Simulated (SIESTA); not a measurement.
A self-consistent single point of Sn2Ir (I4mm, 3 atoms in the cell) with SIESTA.

Method: LDA PW92, numerical atomic orbitals TZP, PseudoDojo LDA standard norm-conserving potentials (rewritten from UPF to PSML) in SIESTA.

```xyz
3
Lattice="0.0000 3.1931 3.1931 3.1931 0.0000 3.1931 3.1931 3.1931 0.0000" Properties=species:S:1:pos:R:3 pbc="T T T"
Sn     4.7896     4.7896     4.7896
Sn     1.5965     1.5965     1.5965
Ir     0.0000     0.0000     0.0500
```

Reference input (self-consistent single point, DFT, LDA PW92, numerical atomic orbitals TZP, PseudoDojo LDA standard norm-conserving potentials (rewritten from UPF to PSML)): XC.functional = LDA; XC.authors = PW92; potentials = PseudoDojo LDA standard; PAO.BasisSize = TZP; PAO.EnergyShift = 0.005 Ry; MeshCutoff = 400 Ry; kgrid.MonkhorstPack = 4 4 4; OccupationFunction = MP; OccupationMPOrder = 0; ElectronicTemperature = 1160.45 K; MaxSCFIterations = 150; SCF.Mixer.Method = Broyden. This run's input differs from it in these lines:

```diff
@@ -41,3 +41,6 @@
 SCF.Mixer.History            6
-SCF.DM.Tolerance             1.0E-04
+SCF.DM.Converge              false
+SCF.H.Converge               false
+SCF.FreeE.Converge           true
+SCF.FreeE.Tolerance          1.0E-12 eV
 Diag.ParallelOverK           true
```

Log, with long lists cut:

```
        iscf     Eharris(eV)        E_KS(eV)     FreeEng(eV)     dDmax    Ef(eV) dHmax(eV)
   scf:    1    -7375.158927    -7394.525917    -7394.532439  1.720932 -3.252093 19.142283
   scf:    2    -7406.300942    -7401.288370    -7401.296669  0.107708 -3.750412 10.393529
   scf:    3    -7403.883735    -7403.717536    -7403.732625  0.148228 -4.078964  1.874902
   scf:    4    -7401.871012    -7403.202053    -7403.214883  0.104918 -4.056567  4.895117
   scf:    5    -7404.084609    -7403.875259    -7403.903560  0.056446 -4.180808  0.527252
   [... 141 lines left out ...]
   scf:  147    -7403.884367    -7403.884367    -7403.912224  0.000000 -4.177281  0.000000
   scf:  148    -7403.884367    -7403.884367    -7403.912224  0.000000 -4.177281  0.000000
   scf:  149    -7403.884367    -7403.884367    -7403.912224  0.000000 -4.177281  0.000000
   scf:  150    -7403.884367    -7403.884367    -7403.912224  0.000000 -4.177281  0.000000
SCF_NOT_CONV: SCF did not converge in maximum number of steps (required).
SCF_NOT_CONV: SCF did not converge in maximum number of steps (required).
Geom step, scf iteration, dDmax, dHmax:    0   150      0.000000     0.000000
Geom step, scf iteration, dDmax, dHmax:    0   150      0.000000     0.000000

ABNORMAL_TERMINATION
ABNORMAL_TERMINATION
Stopping Program from Node:    0
Stopping Program from Node:    0
```

The run ended unconverged after 150 iterations. 

The starting cell comes from a database of computed structures (which also holds hypothetical and non-ambient phases and stackings), without a prior relaxation at this level. Its lattice was rescaled by up to half a per cent. One atom was moved a little off its site on purpose. Values carry the incompleteness of an atom-centred basis.

Cost on one core of a shared machine: roughly 8 min.
